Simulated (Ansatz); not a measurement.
The starting structures come from a database of crystals and need not be the phases stable at ambient conditions.

 Where the default PAW files enter, the runs use the earlier of Ansatz's two default sets.

Inside the gap of an insulator the Bloch states are evanescent, with a wavenumber k + iκ along the transport direction.

Given:

```yaml
crystal:
  lattice:
    - [6.17416, 0.00000, 0.00000]
    - [-3.08708, 5.34698, 0.00000]
    - [3.08708, 1.78233, 5.04118]
  atoms:
    - { symbol: K, position: [0.50000, 0.25000, 0.25000] }
    - { symbol: K, position: [0.50000, 0.75000, 0.75000] }
    - { symbol: Na, position: [0.00000, 0.50000, 0.50000] }
    - { symbol: In, position: [0.00000, 0.00000, 0.00000] }
    - { symbol: F, position: [0.00000, 0.75948, 0.24052] }
    - { symbol: F, position: [0.00000, 0.24052, 0.75948] }
    - { symbol: F, position: [0.00000, 0.24052, 0.24052] }
    - { symbol: F, position: [0.00000, 0.75948, 0.75948] }
    - { symbol: F, position: [0.51896, 0.75948, 0.24052] }
    - { symbol: F, position: [0.48104, 0.24052, 0.75948] }
```

Space group of this cell: Fm-3m. The cell is taken as given; by PBEsol its mean pressure is -2.5 GPa.

Transport runs along the normal of the first two printed cell vectors, the (111) plane of the conventional cell.

The gap is the functional's own, uncorrected, and κ follows it; spin-orbit coupling is left out. Mid-gap values are interpolated between the computed energies.

**Question.** Give the band gap and the smallest decay constant κ at mid-gap that PBEsol (Ansatz, an electronic-structure program) yields.

**Answer.** Gap 5.14 eV on a 8×8×8 mesh; κ = 0.478 1/Å, at the zone centre.
